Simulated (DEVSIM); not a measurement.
Device: Au/SiO2/n-GaAs capacitor, at 300 K.

Layer 1 from the left is SiO2, thickness (nm) 9.50. Layer 2 from the left is GaAs, thickness (nm) 1600, Nd (cm⁻³) 1.7e17.

Metal gate on the left, work function 5.1 eV. Fixed charge at the semiconductor interface 0 cm⁻² (in units of +e); interface traps 3e11 cm⁻² eV⁻¹, uniform in energy, neutral level at 0.3 of the gap above the valence band.

The device is made up for the run: typed textbook-type constants, with dimensions and the other settings drawn at random. Values at 300 K.

SiO2: gap (eV) 9, affinity (eV) 0.9, permittivity 3.9. GaAs: gap (eV) 1.424, affinity (eV) 4.07, permittivity 12.9, Nc (cm⁻³) 4.7e17, Nv (cm⁻³) 9e18.

DEVSIM, 1D Poisson equation in equilibrium, Boltzmann statistics, complete ionisation; no quantum confinement or tunnelling. Metal contacts follow the ideal Schottky-Mott rule: no Fermi-level pinning, no interface dipoles.

### Question
What does the simulation give for the minimum of the low-frequency capacitance?

### Answer
minimum of the low-frequency capacitance 0.115 μF/cm².
